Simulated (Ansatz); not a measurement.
ZnS under load (space group P6_3mc): band-edge transport data

Consider the following.

```
CELL_PARAMETERS angstrom
      3.75428     0.00000     0.00000
     -1.87714     3.25130     0.00000
      0.00000     0.00000     6.40504
ATOMIC_POSITIONS crystal
  Zn 0.33333 0.66667 0.00357
  Zn 0.66667 0.33333 0.50357
  S  0.33333 0.66667 0.37143
  S  0.66667 0.33333 0.87143
```

The numbers are results of r2SCAN with spin-orbit coupling, rigid bands (plane waves, PAW; Ansatz, an electronic-structure program), not measurements. Condition of this run: uniaxial stress along c of -4 GPa (compression positive) (the target of the relaxation). Cell: cell and atoms relaxed with PBEsol, then loaded as said.

```yaml
band_gap: 2.61 eV
electron conductivity mass (300 K, dilute): 0.23 (x), 0.23 (y), 0.166 (z) mₑ
hole conductivity mass (300 K, dilute): 0.95 (x), 0.95 (y), 1.65 (z) mₑ
effective density of states N_c (300 K): 2.3e18 cm⁻³
effective density of states N_v (300 K): 3.1e19 cm⁻³
density_of_states_mass_electrons: 0.20 mₑ
density_of_states_mass_holes: 1.14 mₑ
Seebeck coefficient, n-type 1e19 cm⁻³, 300 K: -118 μV/K
Seebeck coefficient, p-type 1e19 cm⁻³, 300 K: 354 μV/K
best p-type power factor at 300 K for τ = 10 fs (best axis; densities from 1e16 to 1e21 cm⁻³ tried, whether or not they can be reached): 10.3 μW/(cm·K²) at 3e20 cm⁻³
```

Rigid bands; masses and Seebeck coefficients take one relaxation time τ for all states and one kind of carrier; polarons and phonon drag are left out. Geometry: cell and atoms relaxed with PBEsol.
